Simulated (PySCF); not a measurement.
PySCF 2.14.0, WB97X/def2-svp, df: Cd(Cl)(acac) (CC1=CC(C)=[O]->[Cd]([Cl])[O]1), 16 atoms. The geometry is a generated start, not checked to be a minimum at this level.

```yaml
task: energy
method: wb97x
basis: def2-svp
two_electron_scheme: density fitting
mol.max_memory: 3000 MB
mf.max_cycle: 100
mf.init_guess: minao (default)
mf.DIIS: CDIIS (default)
mf.diis_space: 8 (default)
mf.conv_tol: 1e-09 (default)
mf.grids.level: 3 (default)
effective_core_potentials: those of the basis set, past Kr
basis_functions: 182
grid_points: 208680
```

```xyz
16

Cd     0.0617     2.7085     0.3440
Cl    -1.2961     4.4905     0.3171
C      0.5561    -0.5153    -2.5090
C      0.2355     0.1901    -1.2112
C      0.1056    -0.5823    -0.0522
C     -0.1940    -0.1068     1.2272
C     -0.2965    -1.1039     2.3575
O     -0.4111     1.1053     1.5457
O      0.0949     1.4493    -1.2913
H      0.7062    -1.5808    -2.3729
H     -0.2626    -0.3463    -3.2074
H      1.4495    -0.0697    -2.9440
H      0.2447    -1.6463    -0.1585
H     -1.3140    -1.0902     2.7458
H     -0.0421    -2.1107     2.0429
H      0.3623    -0.7912     3.1662
```

Charge 0 and multiplicity 1 are set for this test and not shown to be the ground state.

One run each on 2 threads, 1 BLAS thread. Values of level_shift (Hartree) tried: 0 (default), 0.1, 0.3, 1.

Task: Predict the course of the Fock builds along this series.

Result: Fewest Fock builds, within one of each other: 0 (default) with 16, 0.1 with 17. The count rises to 42 at 1. All converge to one solution.

```
level_shift (Hartree)  Fock builds            end
---------------------  -----------  -------------
0 (default)                     16  same solution
0.1                             17  same solution
0.3                             22  same solution
1                               42  same solution
```
